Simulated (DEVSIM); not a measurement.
Device: Pd/AlN/p-Ge capacitor, at 300 K.

```
layer (left to right)  material  thickness (nm)  Na (cm⁻³)
---------------------  --------  --------------  ---------
1                           AlN            28.0          -
2                            Ge            5400     1.2e16
```

Metal gate on the left, work function 5.2 eV. Fixed charge at the semiconductor interface -1.7e11 cm⁻² (in units of +e); interface traps 2e12 cm⁻² eV⁻¹, uniform in energy, neutral level at 0.7 of the gap above the valence band.

The device is made up for the run: typed textbook-type constants, with dimensions and the other settings drawn at random. Values at 300 K.

| parameter | AlN | Ge |
|---|---|---|
| gap (eV) | 6.1 | 0.664 |
| affinity (eV) | 1.9 | 4 |
| permittivity | 8.5 | 16 |
| Nc (cm⁻³) | - | 1.04e19 |
| Nv (cm⁻³) | - | 6e18 |

Simulated with DEVSIM: 1D Poisson equation in equilibrium, Boltzmann statistics, complete ionisation; no quantum confinement or tunnelling. Metal contacts follow the ideal Schottky-Mott rule: no Fermi-level pinning, no interface dipoles.

Problem. Give the band bending (positive: bands bend down) and minority sheet density.

Solution. 
```tsv
Vg (V)	ψs (V)	minority carriers (cm⁻²)
-0.05	-0.097	< 1e8
0.1	-0.076	< 1e8
0.25	-0.047	< 1e8
0.4	-0.010	< 1e8
0.55	0.036	< 1e8
0.7	0.089	< 1e8
0.85	0.146	< 1e8
1	0.205	1.5e8
1.15	0.265	1.1e9
1.3	0.324	9.4e9
1.45	0.374	5.6e10
1.6	0.409	1.7e11
1.75	0.432	3.3e11
1.9	0.448	5.2e11
2.05	0.461	7.2e11
2.2	0.472	9.4e11
2.35	0.481	1.2e12
```
